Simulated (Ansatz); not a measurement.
Rock-salt NdN, treated with LDA (Ansatz, a program for electronic structure, PAW).

Numerical settings: plane-wave cutoff 520 eV, 18×18×18 k mesh, Fermi–Dirac smearing 0.05 eV, spin-polarised with parallel moments, scalar-relativistic PAW data made under PBE.

Equation-of-state points:

```
V (Å³/atom)  E − E_lowest (meV/atom)  P (GPa)
-----------  -----------------------  -------
14.032                         29.04    10.96
14.331                         12.46     6.92
14.629                          3.01     3.28
14.928                          0.00     0.00
15.227                          2.81    -2.96
15.525                         10.86    -5.64
15.824                         23.66    -8.06
```

Problem. What bulk modulus B0 and pressure derivative B′ does a third-order Birch–Murnaghan fit give?

Solution. V0 = 14.928 Å³/atom, B0 = 156 GPa, B′ = 4.1 (fit to the energies at full precision).

Note: the magnetic order was assumed, not searched for or taken from measurement; the 4f shell is treated without U or exact exchange, so its levels and filling can be wrong; the volume lies 12 % below that of the published cell.

Spin–orbit coupling is not included; it can open a gap where bands touch, and shift volumes and moduli.

Static lattice: no zero-point or thermal effects.
